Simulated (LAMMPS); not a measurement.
MD of LiCl (rock salt) at zero pressure, 512 atoms, as a crystal; each row is its own run.

All values are model results, not measurements: classical MD, rigid Lennard-Jones ions of Joung and Cheatham, J. Phys. Chem. B 112, 9020 (2008), set for SPC/E water, PPPM sums, 10 Å cutoff with tail terms; code LAMMPS.

| T (K) | enthalpy (eV/atom) |
|---|---|
| 200 | -4.4582 |
| 300 | -4.4312 |
| 400 | -4.4045 |
| 540 | -4.3650 |
| 680 | -4.3263 |
| 940 | -4.2480 |
| 1080 | -4.2036 |

Q: Fit a straight line, y = a + b x, to these rows (x is the first column, y the second) and predict the run at x = 810.

A: Least squares gives a = -4.5189 and b = 0.0002888. At x = 810 the fit predicts -4.2850 eV/atom. The run itself gave -4.2877 ± 0.0002 eV/atom, so the fit is 2.7 meV/atom high.

Caution: the potential ionic pair potential joung2008 is fitted for ions in water and for crystals near room temperature.

Caution: with ionic pair potential joung2008 the 0 K volume of this crystal is 8 % off the measured one.

Caution (rows 200; 300; 400): nuclei are classical, which matters for such light atoms.

Caution (rows 540; 680; 810; 940; 1080): a run this short can hold a crystal over, or a liquid under, the potential's own melting point, which these runs don't give.
